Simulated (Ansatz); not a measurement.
Cost and result by functional for the surface energy of the (310) surface of fcc Pb in its 1x1 cell, outermost plane spacing 0.80 Å in the ideal cut, in Ansatz (plane waves, PAW). Single points on the PBE structure, on one kind of machine; costs are rough ratios of the slab run's core time (references not counted) to the cheapest single point. r2SCAN's cost holds its higher cutoff (500 against 420 eV). Differences are taken against r2SCAN for comparison alone: no measured value is at hand, so the table doesn't rank accuracy.

Model: 14-atom slab, 10.4 Å thick at the start (thin: gaps and levels are the slab's own), 8x5x1 mesh, Fermi-Dirac 0.1 eV, dipole correction, all atoms relaxed; held to the start's symmetry, so lower structures may exist; no spin, no spin-orbit, no U. These notes are the PBE run's.

```
functional                     relative cost  surface energy (J/m²)  less r2SCAN (J/m²)
-----------------------------  -------------  ---------------------  ------------------
PBEsol                                     1                   0.46                0.10
RPBE                                       1                   0.23               -0.13
LDA                                        1                   0.52                0.16
r2SCAN                                     2                   0.36                0.00
PBE (the relaxed run's value)              –                   0.34               -0.02
```

The values span 0.28 J/m², while the single points' costs differ by a factor of roughly 2. Differences are of unrounded values.

Ansatz is a quantum-chemistry and plane-wave program.
